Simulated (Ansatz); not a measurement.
# Si (I4_1/amd): band-edge transport data

Input:

```yaml
crystal:
  lattice:
    - [0.00000, 2.70455, 2.76072]
    - [2.70455, 0.00000, 2.76072]
    - [2.70455, 2.70455, 0.00000]
  atoms:
    - { symbol: Si, position: [0.25000, 0.25000, 0.25000] }
    - { symbol: Si, position: [0.00000, 0.00000, 0.00000] }
```

Level of theory: PBEsol with spin-orbit coupling, rigid bands (plane waves, PAW; Ansatz, a program for electronic structure). Condition of this run: uniaxial stress zz = -2 GPa (compression positive) (the target of the relaxation). Geometry: cell and atoms relaxed with PBEsol, then loaded as said.

```
Property                                                                                                                                                          Result
---------------------------------------------------------------------------------------------------------------------------------------  -------------------------------
band gap                                                                                                                                                         0.35 eV
electron conductivity mass (300 K, dilute)                                                                                               0.34 (x), 0.34 (y), 0.21 (z) mₑ
hole conductivity mass (300 K, dilute)                                                                                                   0.30 (x), 0.30 (y), 0.33 (z) mₑ
effective density of states N_c (300 K)                                                                                                                      2.0e19 cm⁻³
effective density of states N_v (300 K)                                                                                                                      1.1e19 cm⁻³
density-of-states mass, electrons                                                                                                                                0.87 mₑ
density-of-states mass, holes                                                                                                                                    0.56 mₑ
Seebeck coefficient, n-type 1e19 cm⁻³, 300 K                                                                                                                   -275 μV/K
best n-type power factor at 300 K for τ = 10 fs (best axis; densities from 1e16 to 1e21 cm⁻³ tried, whether or not they can be reached)     15.7 μW/(cm·K²) at 3e20 cm⁻³
Seebeck coefficient, p-type 1e19 cm⁻³, 300 K                                                                                                                    268 μV/K
best p-type power factor at 300 K for τ = 10 fs (best axis; densities from 1e16 to 1e21 cm⁻³ tried, whether or not they can be reached)     13.1 μW/(cm·K²) at 3e20 cm⁻³
```

Rigid bands; masses and Seebeck coefficients take one relaxation time τ for all states and one kind of carrier; polarons and phonon drag are left out.
